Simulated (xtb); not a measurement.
xtb 6.7.1, GFN1-xTB: dimethyl telluride cation (C[Te]C), charge +1, multiplicity 2, 9 atoms. The geometry is a generated start, not checked to be a minimum at this level.

* **method**: GFN1-xTB
* **--acc**: 1 (default)
* **--etemp (K)**: 300 (default)
* **detailed input (--input)**: none: ANC optimiser, Lindh (1995) Hessian, microcycle=20, maxdispl=1.0, hlow=0.01 (default)
* **basis functions**: 30
* **valence electrons**: 19

```xyz
9

C      1.5916    -0.0970     0.0196
Te     0.0569     0.6568    -1.3221
C     -1.5929     0.1010    -0.0242
H      2.0644    -0.9693    -0.4133
H      2.3406     0.6646     0.1868
H      1.1366    -0.3642     0.9633
H     -1.2103    -0.5318     0.7658
H     -2.3427    -0.4420    -0.5880
H     -2.0441     0.9818     0.4121
```

Charge 1 and multiplicity 2 are set for this test and not shown to be the ground state. GFN-xTB has no spin term: --uhf 1 sets the occupations alone.

The structure is relaxed from this start with --opt LEVEL for the levels crude, sloppy, loose, lax, normal, tight, vtight, extreme, once each. Up to the end of the extreme run atoms move by at most 0.50 Å along an axis.

Question: What is the loosest level that ends within 5 meV of the extreme run, and how many cycles does it take?

Answer: sloppy: 6 cycles against 102, ending 1.5 meV above.

| level | cycles | energy above the extreme run (meV) | gradient norm (eV/Å) |
|---|---|---|---|
| crude | 4 | 11 | 0.43 |
| sloppy | 6 | 1.5 | 0.030 |
| loose | 6 | 1.5 | 0.030 |
| lax | 6 | 1.5 | 0.030 |
| normal | 7 | 1.4 | 0.025 |
| tight | 7 | 1.4 | 0.025 |
| vtight | 24 | 1.3 | 0.010 |
| extreme | 102 | — | 0.0015 |
